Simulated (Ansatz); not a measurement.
Take WC (space group P-6m2, No. 187; relaxed with 0.1 eV smearing) as the base.

```yaml
crystal:
  lattice:
    - [2.91268, 0.00000, 0.00000]
    - [-1.45634, 2.52245, 0.00000]
    - [0.00000, 0.00000, 2.83536]
  atoms:
    - { symbol: W, position: [0.00000, 0.00000, 0.00000] }
    - { symbol: C, position: [0.66667, 0.33333, 0.50000] }
```

Cartesian axes are those of the cell as printed.

Calculations: r2SCAN/PAW in Ansatz (an electronic-structure program), without spin-orbit coupling.

For the base:

* **Volume per atom**: 10.42 Å³

Perturbation: biaxial strain +4.29 %, plane normal [001], relaxed out of plane (Cartesian); in-plane vectors clamped, the third vector and the atoms free.

Question: What does the calculation give for the volume per atom after the change?

Answer: The volume per atom grows by 0.76 Å³ (10.42 Å³ → 11.18 Å³).

Stability against distortions was not tested. The final runs are not spin-polarised.
